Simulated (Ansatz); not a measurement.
Relaxation of the outer planes of the (110) surface of bcc Ta in its 1x1 cell, outermost plane spacing 2.35 Å in the ideal cut.

Calculation: PBE (plane waves to 420 eV, PAW; Ansatz, a program for electronic structure).

Slab: 4 atoms, 7.0 Å thick at the start (thin: gaps and levels are the slab's own); k 14x14x1, smearing 0.1 eV, dipole-corrected; all atoms relaxed; start symmetry kept, larger cells not searched; no spin, no spin-orbit, no U.

```csv
plane,atoms,bulk spacing to the next (Å),relaxed spacing (Å),change (%),rumpling (Å)
1,Ta,2.347,2.241,-4.5,0.00
```
